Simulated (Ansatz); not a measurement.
An Ansatz (a first-principles code) run: SbSI with a change (biaxial strain +1.93 %, plane normal [001], relaxed out of plane); Ansatz PBEsol, no spin-orbit coupling, earlier PAW set.

Input:

Ansatz 0.2 input:
```yaml
crystal:
  lattice:
    - [4.1145047392, 0, 0]
    - [0, 8.6229149974, 0]
    - [0, 0, 10.0882132093]
  atoms:
    - { symbol: Sb, position: [0.25, 0.6201152215, 0.6251245104] }
    - { symbol: Sb, position: [0.75, 0.3798847785, 0.3748754896] }
    - { symbol: Sb, position: [0.75, 0.8798847785, 0.1251245104] }
    - { symbol: Sb, position: [0.25, 0.1201152215, 0.8748754896] }
    - { symbol: S, position: [0.25, 0.341375696, 0.544322584] }
    - { symbol: S, position: [0.75, 0.658624304, 0.455677416] }
    - { symbol: S, position: [0.75, 0.158624304, 0.044322584] }
    - { symbol: S, position: [0.25, 0.841375696, 0.955677416] }
    - { symbol: I, position: [0.25, 0.0174017482, 0.3267543576] }
    - { symbol: I, position: [0.75, 0.9825982518, 0.6732456424] }
    - { symbol: I, position: [0.75, 0.4825982518, 0.8267543576] }
    - { symbol: I, position: [0.25, 0.5174017482, 0.1732456424] }
basis: { ecutwfc: 420, ecutrho_ratio: 4, xc_grid: 2, fft_grid_basis: typed }
kpoints: { mp_grid: { grid: [7, 3, 3] } }
hamiltonian:
  xc: pbesol
  dispersion: none
  pseudopotentials: { azcp: { folder: ./paw }, kind: paw }
scf: { occupations: { method: fermi_dirac, width: 0.05 } }
relax: { f_tol: 0.005, max_steps: 50, cell: { stress_tol: 0.01, fix: [a, b, gamma] } }
output: { forces: true, stress: true }
checkpoint: { write: state.ck, write_every: 1000 }
```

Output (explanatory and most iteration lines left out):

```
Relaxation: its limit of steps is 50 (relax.max_steps)
Pseudopotential: Sb, paw, valence charge 15
Pseudopotential: S, paw, valence charge 6
Pseudopotential: I, paw, valence charge 17
Crystal: 12 atoms, lattice volume = 357.920 Å³
Basis set: ecut = 420 eV, 6949 PW (Γ), exchange–correlation on 60×120×144 points (8 copies of the dense FFT grid, shifted against one another)
Bands: 92, of which v1, the nominal top of the filled ones, is band 76 counted from 1 (75 counted from 0)
Symmetry: 8 space group operations
Space group: Pnma (ITA 62), of the structure as read, at distance tolerance 7.1e-5 Å
k-points: 16 of 63
Functional: x = pbesol(κ = 0.804, μ = 0.12345679012345678), c = pbesol(β = 0.046)
SCF iter   1: F=—  HF=-58908.371297 eV  |F-HF|=—  |Δ(HF+E_count)|=         —  Δρ=3.22e-2  dr2=1.23e1  ethr=3.10e-3  ⟨swp⟩=9.1  Hψ=6649  notcnv=0  defer=12
SCF iter   2: F=—  HF=-58906.376224 eV  |F-HF|=—  |Δ(HF+E_count)|=    2.00e0  Δρ=1.66e-2  dr2=3.07e0  ethr=3.10e-3  ⟨swp⟩=3.0  Hψ=2036  notcnv=0  defer=88
SCF 1 converged in 9 iterations: F = -58905.778169 eV  dr2 = 7.48e-9
relax step   1: F+E_penalty+E_count = -58905.77816923 eV  Δ(F+E_penalty+E_count) = +0.000e0 eV  max|allowed force component| = 3.711e-1 eV/Å  Δτ_max = 0.0000 Å  P = -1.458 GPa  Ω = 357.920 Å³  fix = [a, b, gamma]  reactions: a -1.677, b -2.140 GPa  (9 SCF iters, dr2 threshold 1.00e-7 eV, accepted)
[... steps on the carried basis left out ...]
relax step   6: F+E_penalty+E_count = -58905.82070718 eV  Δ(F+E_penalty+E_count) = -7.710e-5 eV  max|allowed force component| = 2.389e-3 eV/Å  Δτ_max = 0.0030 Å  P = -0.534 GPa  Ω = 355.693 Å³  energy of the carried Pulay correction = +2.918e-4 eV  fix = [a, b, gamma]  reactions: a -1.067, b -0.535 GPa  (6 SCF iters, dr2 threshold 5.98e-9 eV, accepted)
Crystal: 12 atoms, lattice volume = 355.693 Å³
SCF iter   1: F=—  HF=-58905.820310 eV  |F-HF|=—  |Δ(HF+E_count)|=         —  Δρ=9.33e-6  dr2=1.85e-7  ethr=1.71e-6  ⟨swp⟩=3.9  Hψ=11220  notcnv=0
SCF iter   2: F=—  HF=-58905.820414 eV  |F-HF|=—  |Δ(HF+E_count)|=   1.04e-4  Δρ=5.27e-6  dr2=4.90e-8  ethr=1.22e-10  ⟨swp⟩=3.8  Hψ=3790  notcnv=0
SCF 7 converged in 6 iterations: F = -58905.820414 eV  dr2 = 2.86e-12
SCF converged after 6 iterations
Free energy (F): -58905.820414 eV
Internal energy: -58905.820414 eV  (E = F + TS)
E sigma→0 (E₀):  -58905.820414 eV
Entropy (-TS):   -0.000000 eV (-0.000 meV/atom)
Fermi energy:    7.605293 eV
--- Forces (eV/Å), atoms counted from 1 ---
  atom   1  Sb     0.00000000    -0.00008382     0.00174159
  atom   2  Sb     0.00000000     0.00008382    -0.00174159
  atom   3  Sb     0.00000000     0.00008382     0.00174159
  atom   4  Sb     0.00000000    -0.00008382    -0.00174159
  atom   5  S      0.00000000     0.00026824    -0.00003021
  atom   6  S      0.00000000    -0.00026824     0.00003021
  atom   7  S      0.00000000    -0.00026824    -0.00003021
  atom   8  S      0.00000000     0.00026824     0.00003021
  atom   9  I      0.00000000    -0.00238538    -0.00174327
  atom  10  I      0.00000000     0.00238538     0.00174327
  atom  11  I      0.00000000     0.00238538    -0.00174327
  atom  12  I     -0.00000000    -0.00238538     0.00174327
--- Stress (GPa, compression-positive) ---
       -1.066382       0.000000       0.000000
        0.000000      -0.534422      -0.000000
        0.000000      -0.000000      -0.001103
  P = ⅓ Tr σ = -0.5340 GPa (-5.340 kbar)
--- Relaxed structure (6 steps of the walk, 6 accepted, 1 SCFs on fresh bases) ---
  cell:  # Å, volume = 355.6931 Å³
    - [4.1145047392, 0.0, 0.0]
    - [0.0, 8.6229149974, 0.0]
    - [0.0, 0.0, 10.025448730523916]
  atoms:
    - { symbol: Sb, position: [0.24999999999999997, 0.6165161488187683, 0.6264794946594897] }
    - { symbol: Sb, position: [0.7499999999999999, 0.3834838511812314, 0.3735205053405102] }
    - { symbol: Sb, position: [0.7499999999999999, 0.8834838511812313, 0.12647949465948974] }
    - { symbol: Sb, position: [0.24999999999999997, 0.11651614881876848, 0.8735205053405101] }
    - { symbol: S, position: [0.24999999999999997, 0.3446142568092865, 0.5435768629825561] }
    - { symbol: S, position: [0.7499999999999999, 0.6553857431907133, 0.4564231370174437] }
    - { symbol: S, position: [0.7499999999999999, 0.1553857431907133, 0.043576862982556266] }
    - { symbol: S, position: [0.24999999999999997, 0.8446142568092864, 0.9564231370174434] }
    - { symbol: I, position: [0.24999999999999997, 0.016093938399955147, 0.32847708425635536] }
    - { symbol: I, position: [0.7499999999999999, 0.9839060616000449, 0.6715229157436445] }
    - { symbol: I, position: [0.7499999999999999, 0.4839060616000448, 0.8284770842563554] }
    - { symbol: I, position: [0.24999999999999997, 0.5160939383999549, 0.17152291574364456] }
```

With I and Sb present, leaving out spin-orbit coupling can change the band edges. No phonon test of stability was made. The cell was made from SbSI (space group Pnma, No. 62) by this change: biaxial strain +1.93 %, plane normal [001], relaxed out of plane.
